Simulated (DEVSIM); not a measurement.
**abrupt Si p-n junction**

Device: abrupt Si p-n junction, at 300 K.

```csv
layer (left to right),material,thickness (μm),Nd (cm⁻³),Na (cm⁻³),τn (s),τp (s)
1,Si,15.0,-,8.7e17,3.6e-5,3.6e-5
2,Si,5.00,6.9e14,-,3.6e-5,3.6e-5
```

Left contact: ohmic. Right contact: ohmic. Voltage is applied to the left contact. Recombination: SRH at mid-gap. Gap narrowing is on: ΔEg = 6.92 meV × (l + √(l² + 0.5)), l = ln(N/1.3e17 cm⁻³), shared equally by both band edges. Mobility is constant in doping.

Constants are typed, rounded textbook-type inputs, not results; the design itself was drawn at random and stands for no fabricated device. Values at 300 K.

| parameter | Si |
|---|---|
| gap (eV) | 1.124 |
| affinity (eV) | 4.05 |
| permittivity | 11.7 |
| Nc (cm⁻³) | 2.86e19 |
| Nv (cm⁻³) | 3.1e19 |
| μn (cm²/Vs) | 1417 |
| μp (cm²/Vs) | 470 |

DEVSIM, 1D drift-diffusion, Boltzmann statistics, complete ionisation; no tunnelling, impact ionisation, image-force lowering or self-heating.

```
Item                                                Value
---------------------------------------------  ----------
Potential step across the device at zero bias     0.743 V
Largest field in the device at zero bias       44000 V/cm
Dark forward voltage at 1 A/cm²                   0.549 V
Dark forward voltage at 100 A/cm²                 0.730 V
```

Dark reverse current:

```tsv
V (V)	J (A/cm²)
-0.10	-1.3e-9
-0.25	-1.7e-9
-0.50	-2.2e-9
-0.75	-2.7e-9
-1.00	-3.1e-9
-1.50	-3.9e-9
-2.00	-4.6e-9
-2.50	-5.2e-9
-3.25	-6.0e-9
-4.00	-6.9e-9
-5.00	-7.9e-9
```

Small-signal capacitance in reverse bias (quasi-static):

| V (V) | C (nF/cm²) |
|---|---|
| -0.1 | 8.95 |
| -0.25 | 8.11 |
| -0.5 | 7.13 |
| -0.75 | 6.44 |
| -1 | 5.91 |
| -1.5 | 5.17 |
| -2 | 4.65 |
| -2.5 | 4.26 |
| -3.25 | 3.83 |
| -4 | 3.50 |
| -5 | 3.18 |
